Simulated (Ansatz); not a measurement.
Consider ZnCu2SnS4 (space group I-4, No. 82).

```xyz
8
Lattice="-2.6869 2.6869 5.3774 2.6869 -2.6869 5.3774 2.6869 2.6869 -5.3774" Properties=species:S:1:pos:R:3 pbc="T T T"
Cu     0.0000     0.0000     0.0000
Cu     0.0000     2.6869     2.6887
Zn     2.6869     0.0000     2.6887
Sn     0.0000     0.0000     5.3774
S      1.4435    -1.3949     6.7748
S      1.2920     1.2434    -1.3974
S      1.2434     4.0817     1.3974
S      1.3949     1.4435     3.9801
```

Cartesian axes are those of the cell as printed.

The values are results of Ansatz (an electronic-structure program) PBEsol, scalar-relativistic without spin-orbit coupling, not measurements.

One thing is altered: uniaxial strain ε_zz = −0.75 %, all other strain components held at zero; the atoms relax in the strained cell.

What does the calculation give for the stress after the change?

The stress (xx, yy, zz, yz, xz, xy; compression positive) amounts to (0.51, 0.51, 0.80, 0.00, 0.00, 0.00) GPa.

No phonon test of stability was made. All final runs are without spin polarisation.
